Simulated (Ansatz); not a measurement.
Consider a periodic stack without vacuum, fcc Ag (0 0 1) on rock-salt PbS (0 0 1) (film strained to the substrate, started from cuts of the bulks and a machine-learned relaxation; slabs Pb6S6 and Ag12, which can lie off the formulas): substrate slab Pb6S6, film Ag12, surface cells [[1, 0], [1, 1]] and [[0, -1], [2, 1]], film strained by +2.4 and +2.4 %, outermost planes PbS/PbS and Ag/Ag as cut, which need not be the usual terminations and can put a slab off its formula. Its start:

```xyz
24
Lattice="4.2486 0.0000 0.0029 0.0000 4.2486 -0.0038 -1.3956 1.7428 30.5555" Properties=species:S:1:pos:R:3 pbc="T T T"
Pb     0.0038     4.2447     4.4178
Pb     2.1265     2.1227     1.3571
Pb     0.0069     4.2394    10.3710
Pb     2.1293     2.1177     7.3640
Pb    -0.0049     4.2500    16.3767
Pb     2.1340     2.1116    13.3185
S      2.1236     2.1204     4.2705
S     -0.0353     4.2474     1.2452
S      2.1308     2.1155    10.3052
S      0.0048     4.2420     7.3147
S      2.0209     2.2244    16.2742
S     -0.0028     4.2485    13.3708
Ag     0.3897     3.8543    21.0712
Ag     2.5168     1.7272    21.0761
Ag     2.5328     3.8307    19.1167
Ag     0.4133     1.7112    19.1174
Ag     0.3717     3.8717    25.1016
Ag     2.4967     1.7470    25.0980
Ag     2.4981     3.8685    23.0909
Ag     0.3752     1.7454    23.0914
Ag     0.3839     3.8698    29.0338
Ag     2.5151     1.7451    29.2248
Ag     2.5021     3.8707    27.1269
Ag     0.3746     1.7456    27.1275
```

The start was prepared with a machine-learned potential, and the result is one local minimum, with the in-plane cell held and forces under 0.04 eV/Å; the film can end far from its bulk form.

These are PBE (plane waves to 420 eV, PAW; Ansatz, a quantum-chemistry and plane-wave program) values and carry that method's errors. No spin–orbit coupling; the runs are not spin-polarised. Its k-point mesh 7×7×1, Fermi–Dirac width 0.05 eV.

Question: Predict the relaxed interface.

Answer: 
```
Property                                                                                    Value
--------------------------------------------------------------------------------  ---------------
interface area                                                                            18.1 Å²
period                                                                                    30.44 Å
heights between the nearest atoms of the two slabs at the two interfaces          2.67 and 2.66 Å
Ag–Pb contacts across the interfaces within 1.22 times the sum of covalent radii   2, mean 2.92 Å
Ag–S contacts across the interfaces within 1.22 times the sum of covalent radii    2, mean 2.67 Å
```
